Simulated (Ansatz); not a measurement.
**BeTe: energy against volume**

BeTe (zinc blende, F-43m, 22.003 Å³/atom and stress up to 0.01 GPa in the relaxed cell, cube axes along x, y and z) under an equal strain ε along all three axes. PBEsol in Ansatz, a plane-wave DFT program (PAW, default set), 420 eV, 10×10×10 Γ-centred mesh, Fermi-Dirac smearing 0.05 eV; ions are relaxed, or left where forces stay under 0.02 eV/Å, within the symmetry of each cell.

Here V stands for volume and E for E less E0.

| volume (Å³/atom) | E less E0 (meV/atom) | pressure (GPa) |
|---|---|---|
| 20.7091 | 15.92 | 4.14 |
| 21.0276 | 8.83 | 3.00 |
| 21.3495 | 3.87 | 1.94 |
| 21.6746 | 0.96 | 0.94 |
| 22.0030 | 0.00 | 0.01 |
| 22.3347 | 0.90 | -0.87 |
| 22.6697 | 3.58 | -1.69 |
| 23.0081 | 7.97 | -2.46 |
| 23.3498 | 13.99 | -3.18 |
| 24.0433 | ? | ? |

### Question
Fit E against V with the third-order Birch-Murnaghan form, a cubic in V^(-2/3), and predict the withheld value at V = 24.0433.

### Answer
With u = V^(-2/3) - 0.127, the rows have u = 0.005605, 0.004262, 0.002940, 0.001637, 0.000354, -0.000910, -0.002155, -0.003383, -0.004592. Least squares gives E = 0.064 - 394.0·u + 574741·u² + 44579·u³. Residuals (row less fit): 0.000, 0.002, -0.005, 0.001, 0.003, 0.002, -0.002, -0.003, 0.002; standard error 0.003 (degrees of freedom: 5). Its minimum lies at u = 0.000343, so V0 = (0.127343)^(-3/2) = 22.01. There d²E/du² = 1150000 and d³E/du³ = 267500, so B0 = (4/9) × 22.01^(-7/3) × 1150000 × 0.160218 = 60.3 GPa (the last factor turns the table's units into GPa), and B0' = 4 + (2/3) × 0.127343 × (267500)/1150000 = 4.0. B0' rests on the cubic coefficient alone and has a standard error of 0.1 from these residuals. At the withheld row, u = -0.006957, so E = 0.064 - 394.0 × (-0.006957) + 574741 × (-0.006957)² + 44579 × (-0.006957)³ = 30.607 meV/atom. The calculation gives 30.63 meV/atom, 0.023 meV/atom above the prediction (0.1 % of the range of E in the table). The row lies outside the fitted rows, so this is an extrapolation. The scatter of the fitted rows lies at the last printed digit.

Spin-orbit coupling is left out, which can shift these values for the heavy elements here. Other structures, which can take over under pressure, weren't tried. The same form fitted to the pressure column gives B0' = 4.0; series where the two differ by over 0.4 aren't shown. Rows are the converged runs of the series near zero and its far end, less any whose ions stayed unrelaxed beside relaxed ones; series whose fitted rows scatter by over a few per cent of the range, as at a crossing or softening among them, aren't shown in this form.
